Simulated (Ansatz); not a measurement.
**BPO₄ (space group I-4, No. 82)**

Space group I-4 (No. 82); a = b = 4.3785 Å, c = 6.6667 Å, α = β = γ = 90.00°

```csv
atom,site,symmetry,x,y,z
B,2d,-4..,0.5000,0.0000,0.2500
P,2a,-4..,0.0000,0.0000,0.0000
O,8g,1,0.2593,0.1378,0.1270
```
(The calculation used a cell of 6 atoms; values per cell refer to that cell.)

Method: Kohn–Sham DFT with the PBEsol functional, run in Ansatz (a quantum-chemistry and plane-wave program) with PAW and 420 eV plane waves, scalar-relativistic without spin-orbit coupling. Settings: 11×11×11 k-points, 0.05 eV Fermi–Dirac smearing.

- Volume per atom = 10.65 Å³
- Density = 2.75 g/cm³
- Band gap = 7.33 eV, indirect, M → Γ
- Electron mass = 0.57 mₑ
- Lowest conduction-band minima above the VBM = Γ 7.33 eV
- Total energy = -523.360 eV/atom (σ→0; compares only within this code and set-up)

Effective masses come from finite differences of ±0.01 Å⁻¹. Whether these cells are dynamically stable was not tested.
